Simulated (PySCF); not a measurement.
PySCF 2.14.0, WB97X/def2-svp, df: Mo(NMe)(S)(Br)(OMe) (C[N]=[Mo](=[S])([Br])[O]C), 13 atoms. The geometry is a generated start, not checked to be a minimum at this level.

task: energy
method: wb97x
basis: def2-svp
two-electron scheme: density fitting
mol.max_memory: 3000 MB
mf.max_cycle: 100
mf.conv_tol: 1e-09 (default)
mf.grids.level: 3 (default)
effective core potentials: those of the basis set, past Kr
basis functions: 167
grid points: 176816

```xyz
13

Mo    -0.5689     0.7856     0.4305
N     -1.2897    -0.6322    -0.2632
C     -1.8221    -1.8575    -0.7034
H     -2.2621    -1.7424    -1.7010
H     -1.0377    -2.6213    -0.7607
H     -2.6036    -2.2030    -0.0139
S     -1.0307     0.7949     2.5398
Br    -1.8002     2.6142    -0.5067
O      1.1554     1.0172     0.2536
C      2.5363     0.9716     0.1929
H      2.8690    -0.0763     0.1369
H      2.8911     1.5083    -0.6976
H      2.9631     1.4409     1.0927
```

Charge 0 and multiplicity 1 are set for this test and not shown to be the ground state.

With the defaults (mf.DIIS = CDIIS, mf.diis = true, mf.level_shift = 0, mf.init_guess = minao, newton = off, mf.diis_space = 8) it converges in 18 Fock builds. One run each on 2 threads, 1 BLAS thread, with these changes:
- mf.level_shift = 0.3 Hartree
- mf.DIIS = ADIIS
- mf.DIIS = EDIIS
- mf.init_guess = huckel
- newton = Hessian by the SCF's own integrals
- mf.level_shift = 0.1 Hartree
- mf.diis = false
- mf.init_guess = 1e
- mf.diis_space = 3

Question: Which of these changes keep the SCF from converging, or lead it to another solution?

Answer: No convergence: mf.DIIS = EDIIS; mf.diis = false (the run ends without SCF convergence in 100 cycles). The rest reach the solution of the defaults.

```csv
setting,Fock builds,end
the defaults,18,same solution
mf.level_shift = 0.1 Hartree,19,same solution
mf.init_guess = huckel,20,same solution
mf.level_shift = 0.3 Hartree,23,same solution
mf.diis_space = 3,26,same solution
mf.DIIS = ADIIS,27,same solution
mf.init_guess = 1e,29,same solution
newton = Hessian by the SCF's own integrals,36,same solution
mf.DIIS = EDIIS,101,no convergence
mf.diis = false,101,no convergence
```

Under newton the count holds the products with the orbital Hessian.
